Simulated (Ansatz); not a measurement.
We consider Rh3AlN (model structure, started from the Ni3MgC type, Pm-3m, No. 221, 5 atoms in the cell), described by r²SCAN (plane waves, PAW; Ansatz, a program for electronic structure).

The input as run:

Ansatz 0.2 input:
```yaml
crystal:
  lattice:
    - [3.9834990684, 0.0, 0.0]
    - [0.0, 3.9834990684, 0.0]
    - [0.0, 0.0, 3.9834990684]
  atoms:
    - { symbol: Al, position: [0.0, 0.0, 0.0], spin: 0.0 }
    - { symbol: Rh, position: [0.0, 0.5, 0.5], spin: 1.0 }
    - { symbol: Rh, position: [0.5, 0.0, 0.5], spin: 1.0 }
    - { symbol: Rh, position: [0.5, 0.5, 0.0], spin: 1.0 }
    - { symbol: N, position: [0.5, 0.5, 0.5], spin: 0.0 }
basis:
  ecutwfc: 560
  ecutrho_ratio: 4
  xc_grid: 3
kpoints:
  mp_grid: { grid: [14, 14, 14] }
hamiltonian:
  xc: r2scan
  dispersion: none
  pseudopotentials: { kind: paw }
scf:
  occupations: { method: fermi_dirac, width: 0.05 }
output:
  forces: true
  stress: true
  eigenvalues: true
magnetization:
  spin_polarized: true
relax:
  f_tol: 0.004
  escape_saddle: false
  max_steps: 80
```

Output (set-up and result lines):

```
WARN output.stress: scf.convergence.dr2_threshold = 1e-7 eV (the SCF's general default) is looser than the 5e-10 eV advised for a printed stress (1e-10 eV for …
Relaxation: its limit of steps is 80 (relax.max_steps)
Crystal: 5 atoms, lattice volume = 63.211 Å³
Basis set: ecut = 560 eV, 1935 PW (Γ), exchange–correlation on 96×96×96 points (27 copies of the dense FFT grid, shifted against one another)
Bands: 38, of which v1, the nominal top of the filled ones, is band 30 counted from 1 (29 counted from 0)
Symmetry: 48 space group operations
Space group: Pm-3m (ITA 221), of the structure as read, at distance tolerance 4.0e-5 Å
k-points: 120 of 2744
Initial density: superposition of atomic densities (chi_scale 0.1, normalization cell, long waves kept (reshape's long-wave potential 0.03 eV rms))
Functional: x = r2scan, c = r2scan; τ floored in thin density (d = 2e-4 eV/Å³)
spin=Collinear: Kerker preconditioning applied to the charge; magnetization (m = ρ↑ − ρ↓) channel mixes plain (no charge-response kernel on spin).
SCF 1 converged in 28 iterations: F = -20171.865992 eV  dr2 = 5.52e-11
relax step   1: F+E_penalty+E_count = -20171.86599218 eV  Δ(F+E_penalty+E_count) = +0.000e0 eV  max|allowed force component| = 3.226e-28 eV/Å  Δτ_max = 0.0000 Å  (28 SCF iters, accepted)
Crystal: 5 atoms, lattice volume = 63.211 Å³
Initial density: handed on by an earlier stage of this run
SCF 2 converged in 2 iterations: F = -20171.865992 eV  dr2 = 2.30e-11
SCF converged after 2 iterations
Magnetization: 0.4193 μB (29.7096 up, 29.2904 down)
Free energy (F): -20171.865992 eV
Internal energy: -20171.832609 eV  (E = F + TS)
E sigma→0 (E₀):  -20171.849300 eV
Fermi energy:    18.178590 eV
--- Forces (eV/Å), atoms counted from 1 ---
  atom   1  Al    -0.00000000    -0.00000000     0.00000000
  atom   2  Rh     0.00000000     0.00000000     0.00000000
  atom   3  Rh    -0.00000000    -0.00000000     0.00000000
  atom   4  Rh     0.00000000     0.00000000    -0.00000000
  atom   5  N      0.00000000     0.00000000     0.00000000
--- Stress (GPa, compression-positive) ---
        5.050147       0.000000       0.000000
        0.000000       5.050147       0.000000
        0.000000       0.000000       5.050147
  P = ⅓ Tr σ = 5.0501 GPa (50.501 kbar)
```

The cell is one volume of an energy–volume scan, off the minimum.

The PAW data were made under PBE.

The run is spin-polarised with parallel starting moments, which need not be the measured order.

Note: the magnetic order was assumed, not searched for or taken from measurement. Note: moments this small hang on the smearing and the k mesh. Note: the moments ended far under their starting size, a low-moment state that need not be the lowest. Note: the relaxation could raise the start's symmetry but not lower it, so the cell can be a saddle point.

A model structure was made by putting elements into a prototype or built by hand; it is no filed structure, need not be a known phase, and can be a saddle point held by its symmetry.
